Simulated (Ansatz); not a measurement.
## Ge in the diamond structure (space group Fd-3m, No. 227)

Space group Fd-3m, origin choice 1 (No. 227); a = 5.676 Å, b = 5.676 Å, c = 5.676 Å, α = 90.00°, β = 90.00°, γ = 90.00°

| atom | site | symmetry | x | y | z |
|---|---|---|---|---|---|
| Ge | 8b | -43m | 0.5000 | 0.5000 | 0.5000 |
(The calculation used a cell of 2 atoms; values per cell refer to that cell.)

The values are results of Ansatz (a first-principles code) PBEsol, without spin-orbit coupling, not measurements. Settings: 14×14×14 k-points, 0.05 eV Fermi–Dirac smearing.

```yaml
volume_per_atom: 22.86 Å³
density: 5.28 g/cm³
band_gap: zero
total_energy: -4253.497 eV/atom (σ→0; compares only within this code and set-up)
```

Whether these cells are dynamically stable was not tested. A zero or small gap of Ge can be the functional's error rather than a property of the material.
